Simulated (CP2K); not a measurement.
Worked example: self-consistent single point of Se (P3_121, 3 atoms in the cell) in CP2K.

Method of the run: PBEsol, GPW, DZVP-MOLOPT-SR-GTH basis, GTH-PBE potentials (GTH_POTENTIALS) (CP2K).

```yaml
crystal:
  lattice:
    - [4.54716, 0.00000, 0.00000]
    - [-2.27358, 3.93796, 0.00000]
    - [0.00000, 0.00000, 5.02560]
  atoms:
    - { symbol: Se, position: [0.21789, 0.00000, 0.33333] }
    - { symbol: Se, position: [0.00000, 0.21789, 0.66667] }
    - { symbol: Se, position: [0.78211, 0.78211, 0.00000] }
```

Reference input (self-consistent single point, DFT PBE, GPW, DZVP-MOLOPT-SR-GTH basis, GTH-PBE potentials (GTH_POTENTIALS)): CUTOFF = 400 Ry; REL_CUTOFF = 40 Ry; KPOINTS/SCHEME = MONKHORST-PACK 7 7 6; GAMMA_CENTERED = T; XC_FUNCTIONAL = PBE; Se/BASIS_SET = DZVP-MOLOPT-SR-GTH; Se/POTENTIAL = GTH-PBE-q6; METHOD = GPW; EPS_DEFAULT = 1e-10; NGRIDS = 4; SCF_GUESS = ATOMIC; EPS_SCF = 1e-06. This run's input differs from it in these lines:

```diff
@@ -40,3 +40,6 @@
     &XC
-      &XC_FUNCTIONAL PBE
+      &XC_FUNCTIONAL
+        &PBE
+          PARAMETRIZATION PBESOL
+        &END PBE
       &END XC_FUNCTIONAL
```

Output, abridged:

```
 SCF WAVEFUNCTION OPTIMIZATION

  Step     Update method      Time    Convergence         Total energy    Change
     1 NoMix/Diag. 0.40E+00      -     0.42466372       -28.2962476211 -2.83E+01
     2 Broy./Diag. 0.40E+00      -     0.00783516       -28.3526299238 -5.64E-02
     3 Broy./Diag. 0.40E+00      -     0.01488014       -28.2538871146  9.87E-02
     4 Broy./Diag. 0.40E+00      -     0.00137650       -28.2211413973  3.27E-02
     5 Broy./Diag. 0.40E+00      -     0.00072339       -28.2149516211  6.19E-03
     6 Broy./Diag. 0.40E+00      -     0.00022180       -28.2135775974  1.37E-03
     7 Broy./Diag. 0.40E+00      -     0.00003463       -28.2130210080  5.57E-04
     8 Broy./Diag. 0.40E+00      -     0.00002198       -28.2131131227 -9.21E-05
     9 Broy./Diag. 0.40E+00      -     0.00000278       -28.2131677787 -5.47E-05
    10 Broy./Diag. 0.40E+00      -     0.00000439       -28.2131603892  7.39E-06
    11 Broy./Diag. 0.40E+00      -     0.00000047       -28.2131636537 -3.26E-06
  *** SCF run converged in    11 steps ***

  Overlap energy of the core charge distribution:               0.00000000789412
  Self energy of the core charge distribution:                -59.73772061093890
  Core Hamiltonian energy:                                     13.18989321150671
  Hartree energy:                                              24.37186496125854
  Exchange-correlation energy:                                 -6.03720122337279

  Total energy:                                               -28.21316365365232

 ENERGY| Total FORCE_EVAL ( QS ) energy [hartree]            -28.213170182652021

 FORCES| Atomic forces [hartree/bohr]
 FORCES|   Atom     x               y               z               |f|
 FORCES|      1  5.00535895E-03 -6.56597465E-07  2.94222463E-07   5.00535900E-03
   [... lines left out ...]

 STRESS| Analytical stress tensor [bar]
 STRESS|                        x                   y                   z
 STRESS|      x       -1.04881304933E+04   6.71563654496E-01   5.68527812795E-01
 STRESS|      y        6.71563654496E-01  -1.04870039752E+04   1.00482936442E-01
 STRESS|      z        5.68527812795E-01   1.00482936442E-01  -1.45179563329E+03
 STRESS| 1/3 Trace                                            -7.47564336727E+03
```

The run converged in 11 iterations. Against the reference run the pressure goes from 0.68 to -0.75 GPa, the largest force goes from 0.186 to 0.257 eV/Å and the gap on the mesh goes from 1.232 to 1.175 eV.

The starting cell comes from a database of computed structures (which also holds hypothetical and non-ambient phases and stackings), without a prior relaxation at this level. Its lattice was rescaled by a random factor within 2.5 % of one. Values carry the incompleteness of an atom-centred basis. The potentials were made for another functional than the one used.
